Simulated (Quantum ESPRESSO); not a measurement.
# A short convergence ladder for SrGe2Ru2 (I4mm, 5 atoms in the cell)

```yaml
crystal:
  lattice:
    - [-2.15004, 2.15004, 5.14129]
    - [2.15004, -2.15004, 5.14129]
    - [2.15004, 2.15004, -5.14129]
  atoms:
    - { symbol: Sr, position: [0.00486, 0.00486, 0.00000] }
    - { symbol: Ge, position: [0.64218, 0.64218, 0.00000] }
    - { symbol: Ge, position: [0.35782, 0.35782, 0.00000] }
    - { symbol: Ru, position: [0.75000, 0.25000, 0.50000] }
    - { symbol: Ru, position: [0.25000, 0.75000, 0.50000] }
```

Base method: LDA (PZ), GBRV 1.5 ultrasoft (LDA) pseudopotentials (plane waves; Quantum ESPRESSO 7.5).

Base settings: ecutwfc = 50 Ry; ecutrho = 400 Ry; occupations = smearing; smearing = fd; degauss = 0.0073499 Ry; potentials = {Sr: sr_lda_v1.uspp.F.UPF, Ge: ge_lda_v1.4.uspp.F.UPF, Ru: ru_lda_v1.2.uspp.F.UPF}; K_POINTS = automatic 5 5 5 0 0 0; conv_thr = 1e-10 Ry; mixing_beta = 0.3.

The count of work is k-points × plane waves × bands × iterations; it is no time. Core times come from one kind of shared machine, to one figure; runs under 30 s give none.

**The k-point mesh**

The second cell is the first with its lattice scaled by 0.98.

Only quantities that move along the ladder and can be compared are tabulated.

| K_POINTS | free energy less the last step's (meV/atom) | energy of the compressed cell less the first (meV/atom) | pressure (GPa) | largest difference of a force vector from the last step's (eV/Å) | count of work / last | core time / last (rough) |
|---|---|---|---|---|---|---|
| automatic 2 2 2 0 0 0 | 33.61 | 7.15 | -3.20 | 0.683 | 0.13 | 0.3 |
| automatic 3 3 3 0 0 0 | -7.32 | 2.91 | -3.80 | 0.080 | 0.20 | 0.5 |
| automatic 5 5 5 0 0 0 | -1.12 | 3.02 | -3.79 | 0.005 | 0.60 | 0.7 |
| automatic 6 6 6 0 0 0 | 0.00 | 3.47 | -3.73 | 0.000 | 1.0 | 1 |

Coarsest K_POINTS that holds the free energy within 5 meV/atom of the last step, with all finer ones: automatic 5 5 5 0 0 0; the step before is off by 7.3 meV/atom.

Coarsest K_POINTS that holds the pressure within 0.2 GPa of the last step, with all finer ones: automatic 3 3 3 0 0 0, at 0.20 of the last step's count of work; the step before is off by 0.53 GPa.

Coarsest K_POINTS that holds the energy of the compressed cell less the first within 2 meV/atom of the last step, with all finer ones: automatic 3 3 3 0 0 0, at 0.20 of the last step's count of work; the step before is off by 3.7 meV/atom.

On the base run: the starting cell comes from a database of computed structures (which also holds hypothetical and non-ambient phases and stackings), without a prior relaxation at this level. Its lattice was rescaled by up to half a per cent. One atom was moved a little off its site on purpose. Spin polarisation is off. In the base run, with a pressure of about -4 GPa the cell is away from its equilibrium volume at this level.
